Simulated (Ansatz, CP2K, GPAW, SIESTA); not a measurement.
## One structure in several programs: HgTe (P3_221, 6 atoms in the cell)

Band-structure calculation.

```xyz
6
Lattice="4.5827 0.0000 0.0000 -2.2914 3.9688 0.0000 0.0000 0.0000 10.2290" Properties=species:S:1:pos:R:3 pbc="T T T"
Hg     1.5772     2.7318     0.0000
Hg     1.4283     0.0000     6.8193
Hg    -0.7142     1.2370     3.4097
Te     1.1771     2.0388     5.1145
Te     2.2285     0.0000     1.7048
Te    -1.1142     1.9299     8.5241
```

Shared settings, as Ansatz (a program for electronic structure) writes them: kpoints.mp_grid.grid = 5 5 2; scf.occupations.method = fermi_dirac; scf.occupations.width = 0.01 eV. Potentials and cutoffs stand in the table.

| code | model | gap along the path (eV) | smallest direct gap (eV) | cutoff |
|---|---|---|---|---|
| CP2K | PBEsol, GPW, TZVP-MOLOPT-SR-GTH basis, GTH-PBE potentials (GTH_POTENTIALS) | 0.57 | 0.87 | grid 500 Ry |
| Ansatz | PBEsol, default PAW files made with PBE | 0.65 | 0.91 | 420 eV |
| SIESTA | GGA PBEsol, numerical atomic orbitals DZP, PseudoDojo PBEsol standard norm-conserving potentials (rewritten from UPF to PSML) | 0.75 | 1.08 | grid 300 Ry |
| GPAW | PBEsol, GPAW PAW datasets PBEsol (made by gpaw-setup) | 0.68 | 0.92 | 550 eV |

On Ansatz's run: spin-orbit coupling is off.

The spread over the programs that give each value: gap along the path within 0.18 eV; smallest direct gap within 0.21 eV.

CP2K and SIESTA use small atom-centred bases, whose incompleteness enters pressures, forces and empty levels differently from a plane-wave cutoff.

The starting cell comes from a database of computed structures (which also holds hypothetical and non-ambient phases and stackings), without a prior relaxation at this level. Its lattice was rescaled by a random factor within 2.5 % of one.

Left out of this page: Quantum ESPRESSO (not drawn, or without a comparable value).

Keys are those of Ansatz 0.2.
